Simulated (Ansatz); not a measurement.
An Ansatz (an electronic-structure program) input (plane-wave PAW DFT at the PBEsol level (Ansatz, 420 eV), spin-orbit coupling left out):

Ansatz 0.2 input:
```yaml
crystal:
  lattice:
    - [-2.0343987751, 6.1282079673, 2.9010761712]
    - [2.0343987751, -6.1282079673, 2.9010761712]
    - [2.0343987751, 6.1282079673, -2.9010761712]
  atoms:
    - { symbol: Se, position: [0.5881581393, 0.2636578604, 0.3245002789] }
    - { symbol: Se, position: [0.9391575815, 0.2636578604, 0.6754997211] }
    - { symbol: Se, position: [0.2200026773, 0.2200026773, 0] }
    - { symbol: Zn, position: [0.8303594202, 0.9997512338, 0.8306081864] }
    - { symbol: Zn, position: [0.1691430474, 0.9997512338, 0.1693918136] }
    - { symbol: Cd, position: [0.5031791343, 0.0031791343, 0.5] }
basis: { ecutwfc: 420, ecutrho_ratio: 4, xc_grid: 2, fft_grid_basis: typed }
kpoints: { mp_grid: { grid: [10, 10, 10] } }
hamiltonian:
  xc: pbesol
  dispersion: none
  pseudopotentials: { kind: paw }
scf: { occupations: { method: fermi_dirac, width: 0.05 }, convergence: { dr2_threshold: 0.0000000006 } }
output: { forces: true, stress: true }
checkpoint: { write: state.ck, write_every: 1000 }
```

**Question.** Which symmetry and how many k-points will the program report, and about how many plane waves at Γ?

**Answer.** Space group Imm2 (ITA 44) with 4 operations, k-points 171 of 1000, and 2851 plane waves at Γ.

These are small ordered cells, not random alloys; other orderings at the same x differ. Stability against distortions was not tested. The cell was made from ZnSe by this change: x(Cd) = 0.333, 6 atoms, Imm2.
